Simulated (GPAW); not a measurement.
## GPAW run on BeS (F-43m, 2 atoms in the cell): self-consistent single point

Method of the run: PBE, GPAW PAW datasets PBE (gpaw-data 1.0.1) (plane waves; GPAW).

Input:

```python
from ase import Atoms
from ase.units import GPa
from gpaw import GPAW

atoms = Atoms(['Be', 'S'],
              cell=[[0.000000, 2.400814, 2.400814],
                    [2.400814, 0.000000, 2.400814],
                    [2.400814, 2.400814, 0.000000]],
              positions=[[0.000000, 0.000000, 0.000000],
                         [3.601221, 3.601221, 3.601221]],
              pbc=True)

calc = GPAW(mode={'name': 'pw', 'ecut': 850},
            xc='PBE',
            kpts={'size': (6, 6, 6), 'gamma': True},
            occupations={'name': 'fixed-uniform'},
            nbands=-4,
            convergence={'forces': 0.001, 'bands': -2},
            symmetry={'symmorphic': False, 'tolerance': 0.0005},
            maxiter=150,
            txt='-')

atoms.calc = calc

energy = atoms.get_potential_energy()
print('Energy (eV):', round(energy, 6))
forces = atoms.get_forces()
print('Forces (eV/Ang):')
print(forces.round(5))
stress = atoms.get_stress()
print('Stress (GPa, Voigt):', (stress / GPa).round(4))
```

Log, with long lists cut:

```
Input parameters:
  convergence: {bands: -2,
                forces: 0.001}
  kpts: {gamma: True,
         size: (6, 6, 6)}
  maxiter: 150
  mode: {ecut: 850,
         name: pw}
  nbands: -4
  occupations: {name: fixed-uniform}
  symmetry: {symmorphic: False,
             tolerance: 0.0005}
  xc: PBE

species:
  Be:
    name: Beryllium
    Z: 4.0
    valence: 2
    core: 2
    charge: 0.0
    file: Be.PBE.gz

    # Using partial waves for Be as LCAO basis

  S:
    name: Sulfur
    Z: 16.0
    valence: 6
    core: 10
    charge: 0.0
    file: S.PBE.gz

    # Using partial waves for S as LCAO basis

Reference energy: -11255.804871  # eV

Spin-paired calculation

Convergence criteria:
 Maximum [total energy] change in last 3 cyles: 0.0005 eV / valence electron
 Maximum integral of absolute [dens]ity change: 0.0001 electrons / valence electron
 Maximum integral of absolute [eigenst]ate change: 4e-08 eV^2 / valence electron
 Maximum change in the atomic [forces] across last 2 cycles: 0.001 eV/Ang OR
Maximum error relative to the maximum force is below inf
 Maximum number of scf [iter]ations: 150

Symmetries present (total): 24
Symmetries with fractional translations: 0
216 k-points: 6 x 6 x 6 Monkhorst-Pack grid + [1/12,1/12,1/12]
16 k-points in the irreducible part of the Brillouin zone
       k-points in crystal coordinates                weights
   0:     0.00000000    0.00000000    0.00000000          1/216
   1:     0.16666667    0.16666667    0.00000000          6/216
   2:     0.16666667    0.16666667    0.16666667          8/216
   [... 7 lines left out ...]
          ...
  15:     0.50000000    0.50000000    0.50000000          4/216

Wave functions: Plane wave expansion
  Cutoff energy: 850.000 eV
  Number of coefficients (min, max): 1471, 1588
  Pulay-stress correction: 0.000000 eV/Ang^3 (de/decut=0.000000)

Occupation numbers: # Uniform distribution of occupation numbers

Eigensolver

Densities:
  Coarse grid: 24*24*24 grid
  Fine grid: 48*48*48 grid
  Total Charge: 0.000000

Density mixing:
  Method: separate
  Backend: pulay
  Linear mixing parameter: 0.05
  old densities: 5
  Damping of long wavelength oscillations: 50

Hamiltonian:
  XC and Coulomb potentials evaluated on a 48*48*48 grid
  External potential:
    NoExternalPotential

XC parameters: PBE with 2 nearest neighbor stencil

Number of atoms: 2
Number of atomic orbitals: 8
Number of bands in calculation: 8
Number of valence electrons: 8
Bands to converge: 6

Density initialized from atomic densities
  8 bands from LCAO basis set

Atomic positions and initial magnetic moments

Positions:
   0 Be     0.000000    0.000000    0.000000    ( 0.0000,  0.0000,  0.0000)
   1 S      3.601221    3.601221    3.601221    ( 0.0000,  0.0000,  0.0000)

Unit cell:
           periodic     x           y           z      points  spacing
  1. axis:    yes    0.000000    2.400814    2.400814    24     0.1155
  2. axis:    yes    2.400814    0.000000    2.400814    24     0.1155
  3. axis:    yes    2.400814    2.400814    0.000000    24     0.1155

  Lengths:   3.395264   3.395264   3.395264
  Angles:   60.000000  60.000000  60.000000

Effective grid spacing dv^(1/3) = 0.1260

     iter     time        total  log10-change:
                         energy   eigst   dens  force
iter:   1 --:--:--   -10.031717   +1.04
iter:   2 --:--:--   -10.022603   -0.17  -0.94
iter:   3 --:--:--    -9.934615   -0.71  -0.95
iter:   4 --:--:--    -9.929414   -1.44  -1.46
iter:   5 --:--:--    -9.910557   -1.57  -1.49
iter:   6 --:--:--    -9.906022   -2.24  -1.65
iter:   7 --:--:--    -9.904945   -2.74  -2.04
iter:   8 --:--:--    -9.904827c  -3.29  -2.49
iter:   9 --:--:--    -9.904826c  -3.69  -3.55
iter:  10 --:--:--    -9.904829c  -3.81  -3.53
iter:  11 --:--:--    -9.904827c  -4.21  -3.55
iter:  12 --:--:--    -9.904827c  -4.51  -3.80
iter:  13 --:--:--    -9.904827c  -4.89  -4.12c
iter:  14 --:--:--    -9.904827c  -5.33  -4.04c
iter:  15 --:--:--    -9.904827c  -5.58  -4.79c
iter:  16 --:--:--    -9.904827c  -5.95  -4.94c
iter:  17 --:--:--    -9.904827c  -6.40  -4.75c
iter:  18 --:--:--    -9.904827c  -6.71  -4.97c
iter:  19 --:--:--    -9.904827c  -7.17  -5.05c
iter:  20 --:--:--    -9.904827c  -7.71c -5.07c
iter:  21 --:--:--    -9.904827c  -7.79c -6.01c -15.95c

Converged after 21 iterations.

Dipole moment: (3.423228, 3.423228, 3.423228) |e|*Ang

Energy contributions relative to reference atoms: (reference = -11255.804871)

Kinetic:        +13.708032
Potential:      -12.354794
External:        +0.000000
XC:             -11.299752
Entropy (-ST):   +0.000000
Local:           +0.041687
SIC:             +0.000000
--------------------------
Free energy:     -9.904827
Extrapolated:    -9.904827

Showing only first 2 kpts
 Kpt  Band  Eigenvalues  Occupancy
  0     2      5.02675    2.00000
  0     3      5.02675    2.00000
  0     4     10.65168    0.00000
  0     5     10.65168    0.00000

  1     2      4.04764    2.00000
  1     3      4.04764    2.00000
  1     4      9.97469    0.00000
  1     5     12.28670    0.00000

Fermi level: 6.54192

Gap: 3.030 eV
Transition (v -> c):
  (s=0, k=0, n=3, [0.00, 0.00, 0.00]) -> (s=0, k=12, n=4, [0.50, 0.50, 0.00])
Direct/indirect transitions are different
Direct gap: 5.625 eV
Transition at: (s=0, k=0, n=3, [0.00, 0.00, 0.00])
Energy (eV): -9.904827

Forces in eV/Ang:
  0 Be    0.00000    0.00000    0.00000
  1 S     0.00000   -0.00000   -0.00000

Stress tensor:
    -0.034449     0.000000    -0.000000
     0.000000    -0.034449     0.000000
    -0.000000     0.000000    -0.034449
Stress (GPa, Voigt): [-5.5194 -5.5194 -5.5194  0.     -0.      0.    ]
```

The run converged in 21 iterations. GPAW prints stress with tension positive.

The starting cell comes from a database of computed structures (which also holds hypothetical and non-ambient phases and stackings), without a prior relaxation at this level. Its lattice was rescaled by a random factor within 2.5 % of one. With a pressure of about 6 GPa the cell is away from its equilibrium volume at this level.
